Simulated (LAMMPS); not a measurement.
System: Si (diamond structure), a cell 114 Å long along the (001) normal (4200 atoms) with 68 % of it melted and the whole then held at 1600 K and zero normal pressure.

Method: classical MD, pair style edip, file Si.edip; code LAMMPS.

Question: What does the simulation give for the direction, the interface speed (growth positive)?

Answer: direction: the crystal melts back; interface speed (growth positive): -4.9 ± 0.5 m/s.
